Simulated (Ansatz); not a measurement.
Output of an Ansatz run (abridged):

```
WARN the atoms were moved onto the symmetric positions of the space group found under crystal.symmetry.tolerance 1.0e-5 (fractional …
WARN ansatz: RAYON_NUM_THREADS=1 ignored (pool sized by the plan → 1); use --threads N
Pseudopotentials: kind: paw
Pseudopotential: Ti, paw, valence charge 12
Pseudopotential: Te, paw, valence charge 16
Crystal: 3 atoms, lattice volume = 85.856 Å³
Basis set: ecut = 420 eV, 1643 PW (Γ)
Bands: 27, of which v1, the nominal top of the filled ones, is band 22 counted from 1 (21 counted from 0)
Symmetry: 6 space group operations
Space group: P3m1 (ITA 156), of the structure as read, at distance tolerance 4.4e-5 Å
k-points: 58 of 500 (time reversal used)
PAW frozen core: Ti, regenerated for the run's functional, and the local potential with it
PAW frozen core: Te, regenerated for the run's functional, and the local potential with it
Initial density: superposition of atomic densities (neutral atoms: chi_scale 0, normalization atom), corrected by the library's trained network
Initial wavefunctions: pseudopotential atomic-orbital guess
Eigensolver: davidson
Functional: x = slater, c = lda
SCF iter   1: F=—  HF=-16106.724918 eV  |F-HF|=—  |Δ(HF+E_count)|=         —  Δρ=5.84e-3  dr2=2.15e-2  ethr=1.77e-3  ⟨swp⟩=5.9  Hψ=6956  notcnv=0
all-band conjugate gradients solve this SCF's bands
preconditioner: auto → LDOS
SCF iter   2: F=—  HF=-16106.723673 eV  |F-HF|=—  |Δ(HF+E_count)|=   1.25e-3  Δρ=4.78e-3  dr2=3.18e-2  ethr=4.89e-5  ⟨swp⟩=2.4  Hψ=3198  notcnv=0
SCF iter   3: F=—  HF=-16106.720164 eV  |F-HF|=—  |Δ(HF+E_count)|=   3.51e-3  Δρ=1.17e-3  dr2=2.17e-3  ethr=4.89e-5  ⟨swp⟩=2.7  Hψ=2839  notcnv=0
SCF iter   4: F=—  HF=-16106.719936 eV  |F-HF|=—  |Δ(HF+E_count)|=   2.28e-4  Δρ=1.88e-4  dr2=2.98e-5  ethr=4.94e-6  ⟨swp⟩=1.2  Hψ=1575  notcnv=0
SCF iter   5: F=—  HF=-16106.719924 eV  |F-HF|=—  |Δ(HF+E_count)|=   1.21e-5  Δρ=2.16e-5  dr2=8.57e-7  ethr=6.78e-8  ⟨swp⟩=2.0  Hψ=2835  notcnv=0
SCF iter   6: F=-16106.719924 eV  HF=-16106.719924 eV  |F-HF|=1.94e-8  |Δ(HF+E_count)|=   1.62e-7  Δρ=6.25e-6  dr2=3.22e-8  ethr=2.27e-10  ⟨swp⟩=7.4  Hψ=7481  notcnv=0
SCF 1 converged in 6 iterations: F = -16106.719924 eV  dr2 = 3.22e-8
SCF converged after 6 iterations
Free energy (F): -16106.719924 eV
Harris-Foulkes:  -16106.719924 eV  (|F-HF|=1.94e-8)
Internal energy: -16106.672398 eV  (E = F + TS)
E sigma→0 (E₀):  -16106.696161 eV
Entropy (-TS):   -0.047526 eV (-15.842 meV/atom)
Fermi energy:    8.910735 eV
--- Per-component energies (eV) ---
  E_band       = -719.646681
  E_kinetic    = 633.718849
  E_local      = -3775.700972  (includes V_loc(G=0)·N_el)
  E_nonlocal   = -597.115731
  E_hartree    = 2143.657066
  E_xc         = -343.890263
  E_vxc        = -330.768174  (∫ρ·V_xc dr)
  E_paw        = -10019.283925  (= ΣΔE_a)
  E_vpaw       = -937.088618  (= ΣTr[D̂ρ^β])
  E_aug_tail   = -0.000276  (compensation charges beyond the density's cutoff)
  E_ewald      = -4149.740419
  E_core_change = 1.683273  (= ΣΔE_core)
  E_smearing   = -0.047526  (= −TS)
  E_closure    = 0.000000  (closes the sum)
  Σ components = -16106.719924   (vs F -16106.719924, Δ=0.00e0)
--- Forces (eV/Å), atoms counted from 1 ---
  atom   1  Ti    -0.00000000     0.00000000    -0.43015564
  atom   2  Te    -0.00000000    -0.00000000     0.46039006
  atom   3  Te    -0.00000000     0.00000000    -0.03025134
  max |Σ_I F_I| component: 1.69e-5 eV/Å
--- Stress (GPa, compression-positive) ---
       -5.361479      -0.000000      -0.000000
       -0.000000      -5.361479      -0.000000
       -0.000000       0.000000      -4.113261
  P = ⅓ Tr σ = -4.9454 GPa (-49.454 kbar)
  The stress holds the Pulay correction. Without it, at fixed plane waves, as pw.x and ABINIT print it: P = -4.9811 GPa
--- Band table (eV; the first three rows and the last of 58) ---
  k-point 0: bands = ["-48.0165", "-27.4170", "-27.4170", "-27.3929", "-27.3929", "-27.3831", "-27.3636", "-27.3636", "-27.3385", "-27.3385", "-27.3263", "-24.5669", "-24.5669", "-24.5357", "-3.2327", "-1.9629", "4.1099", "7.2067", "7.2067", [...]
  k-point 1: bands = ["-48.0166", "-27.4170", "-27.4170", "-27.3930", "-27.3930", "-27.3831", "-27.3636", "-27.3636", "-27.3385", "-27.3385", "-27.3263", "-24.5669", "-24.5669", "-24.5357", "-3.1569", "-2.0970", "4.4459", "7.2207", "7.2207", [...]
  k-point 2: bands = ["-48.0166", "-27.4171", "-27.4171", "-27.3930", "-27.3930", "-27.3831", "-27.3635", "-27.3635", "-27.3385", "-27.3385", "-27.3263", "-24.5669", "-24.5669", "-24.5357", "-2.9792", "-2.3636", "5.2681", "6.9758", "7.2442", [...]
  k-point 57: bands = ["-48.0141", "-27.4147", "-27.4126", "-27.3950", "-27.3929", "-27.3789", "-27.3608", "-27.3586", "-27.3410", "-27.3394", "-27.3222", "-24.5996", "-24.5903", "-24.5171", "-1.5300", "-1.3875", "4.9212", "5.1180", "5.6087", [...]
```

The structure:

```
CELL_PARAMETERS angstrom
      3.83568     0.00000     0.00000
     -1.91784     3.32180     0.00000
      0.00000     0.00000     6.73841
ATOMIC_POSITIONS crystal
  Ti 0.00000 0.00000 0.00742
  Te 0.66667 0.33333 0.74983
  Te 0.33333 0.66667 0.25017
```

Q: What input produced this log?

A: Other spellings and defaults could give the same log, and not every line can be read from it. The input that was run (DFT, LDA (PW92), plane waves, default PAW files made with PBE):

Ansatz 0.2 input:
```yaml
crystal:
  lattice:
    - [3.835683, 0.000000, 0.000000]
    - [-1.917841, 3.321799, 0.000000]
    - [0.000000, 0.000000, 6.738405]
  atoms:
    - { symbol: Ti, position: [0.000000, 0.000000, 0.007420] }
    - { symbol: Te, position: [0.666667, 0.333333, 0.749830] }
    - { symbol: Te, position: [0.333333, 0.666667, 0.250170] }
basis:
  ecutwfc: 420.0 eV
kpoints:
  mp_grid: { grid: [10, 10, 5] }
hamiltonian:
  xc: lda
  pseudopotentials: { kind: paw }
scf:
  occupations: { method: fermi_dirac, width: 0.1 eV }
output:
  forces: true
  eigenvalues: true
  stress: true
```

The starting cell comes from a database of computed structures (which also holds hypothetical and non-ambient phases and stackings), without a prior relaxation at this level. Its lattice was rescaled by up to half a per cent. One atom was moved a little off its site on purpose. Spin-orbit coupling is off. Spin polarisation is off, so a magnetic state, if there is one, cannot be reached. With a pressure of about -5 GPa the cell is away from its equilibrium volume at this level. Ansatz's pressure includes its estimate of the finite-basis (Pulay) stress.

Ansatz is a quantum-chemistry and plane-wave program.
